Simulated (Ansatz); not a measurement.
# K2SO4 (Pnma, No. 62): smallest direct gap on the k points sampled by level of theory

No measured value is used here.

```json
[
 {"level (code)": "LDA (Ansatz)", "value (eV)": "5.74"},
 {"level (code)": "BLYP (Ansatz)", "value (eV)": "5.60"},
 {"level (code)": "PBEsol (Ansatz)", "value (eV)": "5.42"},
 {"level (code)": "r²SCAN (Ansatz)", "value (eV)": "6.29"}
]
```

Computed values are for a static lattice.  LDA, PBEsol, r²SCAN: the relaxation could not lower the start's symmetry, so the cell can be a saddle point above a distorted one. Values are at the level's own equilibrium cell; BLYP at a fixed cell, not relaxed at this level and not confirmed as the measured one. Cutoffs differ between the levels. Ansatz's density-functional and Hartree–Fock values are scalar-relativistic unless marked +SOC, with PAW data made under PBE.

Ansatz is a first-principles code.
